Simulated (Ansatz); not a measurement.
Cost and result by functional for the adsorption energy of SiH3 on the 1x1 (110) surface of zinc-blende InP (cut with top plane In + P), one in a 2x1 cell, started at the site 'top P', in Ansatz (plane waves, PAW). Single points on the PBE structure, on one kind of machine; costs are rough ratios of the slab run's core time (references not counted) to the cheapest single point. r2SCAN's cost holds its higher cutoff (500 against 420 eV). Differences are taken against r2SCAN for comparison alone: no measured value is at hand, so the table doesn't rank accuracy. The points keep PBE's geometry, so the relaxation of a polaron and the settling of charge on one site are left out.

Host crystal: zinc-blende InP, with a band gap (PBE, scalar-relativistic without spin-orbit coupling).

Slab: 24 atoms, 8.9 Å thick at the start under the adsorbate (thin: gaps and levels are the slab's own); k 3x4x1, smearing 0.01 eV, dipole-corrected; 8 atoms held, the rest relaxed; no symmetry held; spin-polarised, ending with about 0.8 μB a cell, a value that depends on the mesh; orders that need a larger cell were not tried, no spin-orbit, no U, no dispersion correction. The slab shows no gap over 0.04 eV on its mesh. At the end it is bonded to P. In PBE it is, or lies within 0.03 eV of, the lowest of the starts that converged. These notes are the PBE run's. r2SCAN: The program's check for a lower electronic state was not made. Adsorption energies are against SiH4(g) − ½ H2(g). A negative adsorption energy means that the adsorbate is more stable on the surface than in its reference.

```
functional                     relative cost  adsorption energy (eV)  less r2SCAN (eV)
-----------------------------  -------------  ----------------------  ----------------
RPBE                                       1                    0.21              0.28
r2SCAN                                     2                   -0.07              0.00
PBE (the relaxed run's value)              –                    0.05              0.12
```

The values span 0.28 eV, while the single points' costs differ by a factor of roughly 2. Differences are of unrounded values.

Ansatz is a program for electronic structure.
